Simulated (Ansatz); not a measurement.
Consider the following.

```
Mg2Ge
1.0
    0.00000     3.14325     3.12753
    3.14325     0.00000     3.12753
    3.14325     3.14325     0.00000
Mg Ge
2 1
Cartesian
  1.57162   1.57162   1.56376
  4.71487   4.71487   4.69129
  0.00000   0.00000   0.00000
```

No spin polarisation.

The values are results of Ansatz (a program for electronic structure) LDA, spin-orbit coupling left out, not measurements. Γ-centred 13×13×13 mesh, Fermi–Dirac width 0.05 eV.

Q: Predict the electron mass, band gap, stress and smallest direct gap.

A: The electron mass is 0.55 mₑ along k, 0.18 mₑ across (at X), the band gap is 0.07 eV and the stress (xx, yy, zz, yz, xz, xy; compression positive) comes out as (0.13, 0.13, 0.60, 0.00, 0.00, 0.00) GPa. The smallest direct gap comes out as 1.17 eV.

The cells carry an imposed strain or load. Masses are band curvatures over ±0.01 Å⁻¹ around the edge. Along k means along the line from Γ to the band edge. No phonon test of stability was made. The cell was made from Mg2Ge in the anti-fluorite structure (space group Fm-3m, No. 225) by this change: uniaxial strain ε_zz = −0.50 %. The zero or small gap of Mg2Ge can change with the level of theory.
